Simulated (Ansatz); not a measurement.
# How a calculation on BiAu2 (Fd-3m, 6 atoms in the cell) responds to its settings

```
CELL_PARAMETERS angstrom
      0.00000     4.01324     4.01324
      4.01324     0.00000     4.01324
      4.01324     4.01324     0.00000
ATOMIC_POSITIONS crystal
  Bi 0.50000 0.50000 0.50000
  Bi 0.75000 0.75000 0.75000
  Au 0.12500 0.12500 0.62500
  Au 0.12500 0.62500 0.12500
  Au 0.12500 0.12500 0.12500
  Au 0.62500 0.12500 0.12500
```

Base run A: PBEsol, default PAW files made with PBE in Ansatz (an electronic-structure program), self-consistent single point.

Its settings: kpoints.mp_grid.grid = 9 9 9; hamiltonian.xc = pbesol; hamiltonian.pseudopotentials = {kind: paw} (the program's default PAW files); scf.occupations.method = cold; scf.occupations.width = 0.272 eV.

The starting cell comes from a database of computed structures (which also holds hypothetical and non-ambient phases and stackings), without a prior relaxation at this level. In the base run, with a pressure of about -3 GPa the cell is away from its equilibrium volume at this level. Ansatz's pressure includes its estimate of the finite-basis (Pulay) stress.

```
run                                     change  pressure (GPa)
---  -----------------------------------------  --------------
A                                         base           -3.49
B    hamiltonian.xc: pbesol → lda [LDA (PW92)]           -6.49
C         hamiltonian.xc: pbesol → blyp [BLYP]            9.85
D     hamiltonian.xc: pbesol → r2scan [r2SCAN]           -0.03
```

Run D against A: The pressure goes from -3.49 to -0.03 GPa.

Run B against A: The pressure goes from -3.49 to -6.49 GPa.

Run C against A: The pressure goes from -3.49 to 9.85 GPa.

Left out of this page: 2 runs of the series held back from this collection.

Keys are those of Ansatz 0.2.
